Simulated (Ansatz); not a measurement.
We consider bcc Eu, described by HSE06 (Ansatz, an electronic-structure program, plane waves, PAW).

Run with plane-wave cutoff 460 eV, 10×10×10 k mesh, Fermi–Dirac smearing 0.05 eV, spin-polarised with parallel moments, scalar-relativistic PAW data made under PBE.

The cell has the measured lattice: a = b = c = 4.5822 Å, α = β = γ = 90.00°.

### Question
Estimate the magnetic moment per atom (the cell's total over its atoms) that the calculation returns.

### Answer

- magnetic moment per atom (the cell's total over its atoms): 7.54 μB

Note: the run warned that the count of filled bands differs between k points; the state of the 4f shell is in doubt; the collinear magnetic order is the start's and need not be the measured one; cell and atoms aren't relaxed at this level (pressure 0.7 GPa).

Moments are spin moments.

Spin–orbit coupling is not included.

The computed numbers hold no vibrational or temperature effects.

Cost on a shared machine: about 11 core-minutes (a rough figure).
